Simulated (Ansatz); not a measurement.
# Ta: response to strain

Base system: Ta in the bcc (W type) structure (space group Im-3m, No. 229; a = 3.2823 Å; relaxed with 0.1 eV smearing). Axes: x, y, z lie along the cube axes.

Strains are applied to the cell and any free atomic positions relax; under biaxial strain the out-of-plane vector relaxes too.

Computed with PBEsol (Ansatz, a program for electronic structure, PAW, scalar-relativistic without spin-orbit coupling).

```tsv
biaxial strain, plane normal [001], relaxed out of plane (%)	out-of-plane strain (%)
0	0.00
0.5	-0.59
1	-1.17
1.5	?
2	-2.35
2.5	-2.96
3	-3.60
```

Fit ε⊥ = −νε + γε² (strains in %) to the rows shown and predict the withheld row.

Least squares on the printed values gives ν = 1.15 (the biaxial Poisson response) and γ = -0.017 (largest residual 0.01 %); this predicts -1.76 %, and the run gives -1.76 %, in agreement.

No phonon test of stability was made. All final runs are without spin polarisation.
